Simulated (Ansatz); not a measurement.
Base system: NaVSe$_{2}$ (space group R-3m, No. 166; a = 3.704 Å, c = 20.465 Å (hexagonal axes); ferromagnetic; a model cell, its experimental status unchecked; relaxed with 0.1 eV smearing). Axes: x lies along a and z along c of the hexagonal cell.

All numbers come from PBEsol, PAW, 420 eV (Ansatz, a first-principles code; without spin-orbit coupling).

Before the change:

The magnetic state is ferromagnetic.

Perturbation: uniaxial strain ε_zz = +4.06 %, all other strain components held at zero, atoms relaxed at fixed cell.

Task: What does the calculation give for the largest internal atomic displacement and magnetic state after the change?

Result: The largest internal atomic displacement amounts to 0.034 Å; the magnetic state is still ferromagnetic.

Other magnetic orders, which the real material may have, were not ruled out. No phonon test of stability was made.
